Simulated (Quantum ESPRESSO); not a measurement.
Quantum ESPRESSO run on CaGe₂Au₂ (I4mm, 5 atoms in the cell): self-consistent single point.

Method of the run: LDA (PZ), PSlibrary ultrasoft (LDA) pseudopotentials (plane waves; Quantum ESPRESSO).

```yaml
crystal:
  lattice:
    - [-2.21848, 2.21848, 5.12244]
    - [2.21848, -2.21848, 5.12244]
    - [2.21848, 2.21848, -5.12244]
  atoms:
    - { symbol: Ca, position: [0.00488, 0.00488, 0.00000] }
    - { symbol: Ge, position: [0.38161, 0.38161, 0.00000] }
    - { symbol: Ge, position: [0.61839, 0.61839, 0.00000] }
    - { symbol: Au, position: [0.75000, 0.25000, 0.50000] }
    - { symbol: Au, position: [0.25000, 0.75000, 0.50000] }
```

Reference input (self-consistent single point, DFT, LDA (PZ), plane waves, PSlibrary ultrasoft (LDA) pseudopotentials): ecutwfc = 50 Ry; ecutrho = 450 Ry; occupations = smearing; smearing = gauss; degauss = 0.0073499 Ry; K_POINTS = automatic 5 5 5 0 0 0; conv_thr = 1e-10 Ry; mixing_beta = 0.7. This run's input differs from it in these lines:

```diff
@@ -33,3 +33,3 @@
 K_POINTS {automatic}
-5 5 5  0 0 0
+11 11 11  1 1 1
 CELL_PARAMETERS {angstrom}
```

Output (repeated stretches shortened):

```
     Self-consistent Calculation

     iteration #  1     ecut=    50.00 Ry     beta= 0.70

     Threshold (ethr) on eigenvalues was too large:
     Diagonalizing with lowered threshold

     total energy              =    -269.06312443 Ry
     estimated scf accuracy    <       0.47853447 Ry

     iteration #  2     ecut=    50.00 Ry     beta= 0.70

     total energy              =    -269.21155677 Ry
     estimated scf accuracy    <       0.72245804 Ry

     iteration #  3     ecut=    50.00 Ry     beta= 0.70

     total energy              =    -269.31360536 Ry
     estimated scf accuracy    <       0.02277811 Ry

   [... 8 blocks of this kind left out ...]

     iteration # 12     ecut=    50.00 Ry     beta= 0.70

     total energy              =    -269.33417936 Ry
     estimated scf accuracy    <          5.1E-09 Ry

     iteration # 13     ecut=    50.00 Ry     beta= 0.70
     End of self-consistent calculation

     Number of k-points >= 100: set verbosity='high' to print the bands.

     the Fermi energy is    10.3317 ev

!    total energy              =    -269.33417936 Ry
     estimated scf accuracy    <          1.7E-11 Ry
     smearing contrib. (-TS)   =      -0.00063867 Ry
     internal energy E=F+TS    =    -269.33354069 Ry

     convergence has been achieved in  13 iterations

     Forces acting on atoms (cartesian axes, Ry/au):

     atom    1 type  1   force =     0.00000000    0.00000000   -0.00400920
     atom    2 type  2   force =     0.00000000    0.00000000   -0.00398285
     atom    3 type  2   force =     0.00000000    0.00000000    0.00538422
     atom    4 type  3   force =    -0.00000000   -0.00000000    0.00130392
     atom    5 type  3   force =     0.00000000    0.00000000    0.00130392

     Total force =     0.008020     Total SCF correction =     0.000003

          total   stress  (Ry/bohr**3)                   (kbar)     P=      -25.98
  -0.00017792  -0.00000000  -0.00000000          -26.17       -0.00       -0.00
  -0.00000000  -0.00017792  -0.00000000           -0.00      -26.17       -0.00
  -0.00000000  -0.00000000  -0.00017403           -0.00       -0.00      -25.60

   JOB DONE.
```

The run converged in 13 iterations. Against the reference run the free energy falls by 8.2 meV/atom, the pressure goes from -2.93 to -2.60 GPa and the largest force goes from 0.153 to 0.138 eV/Å.

The starting cell comes from a database of computed structures (which also holds hypothetical and non-ambient phases and stackings), without a prior relaxation at this level. Its lattice was rescaled by up to half a per cent. One atom was moved a little off its site on purpose.

Cost on one core of a shared machine: roughly 9 min.
